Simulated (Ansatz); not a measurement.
Start from InAgTe2 in the chalcopyrite structure (space group I-42d, No. 122; a = 6.569 Å, c = 12.999 Å).

Level of theory: Ansatz (a program for electronic structure), PBE, PAW, cutoff 420 eV, scalar-relativistic without spin-orbit coupling.

Base values:

The pressure is 0.0 GPa.

One thing is altered: an isotropic linear strain of +1.50 %; the atoms relax in the strained cell.

**Question.** What happens to the energy relative to the base, largest internal atomic displacement and pressure?

**Answer.** The energy goes up by 7.6 meV/atom; the largest internal atomic displacement comes out as 0.011 Å; the pressure (mean of the normal stresses, compression positive) goes from zero to -1.5 GPa.

No phonon test of stability was made. All final runs are without spin polarisation. Gaps under 0.05 eV, about the width of the smearing, are given as zero.
